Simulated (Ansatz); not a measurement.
We consider C11b MoSi2, described by r²SCAN-D4 in Ansatz (plane waves, PAW).

Numerical settings: plane-wave cutoff 500 eV, 18×18×18 k mesh, Fermi–Dirac smearing 0.05 eV, no spin polarisation, scalar-relativistic PAW data made under PBE.

Computed at the level's own relaxed cell.

Predict the volume per atom, lattice constant a and c axis length.


* **volume per atom**: 13.24 Å³/atom
* **lattice constant a**: 3.191 Å
* **c axis length**: 7.799 Å

Measured, for comparison: lattice constant a 3.205 Å, lattice parameter c 7.845 Å (temperature not stated, not corrected to a static lattice; as tabulated in Pavlosiuk et al. (2022), arXiv:2202.05362). Computed (rounded) less measured: lattice constant a -0.4 %, lattice parameter c -0.6 %. A static lattice is as a rule a little smaller and stiffer than an uncorrected measurement, which narrows the difference in the lattice constant a, lattice parameter c and would widen misses of the other sign.

Computed values are for the static lattice.

Ansatz is a first-principles code.
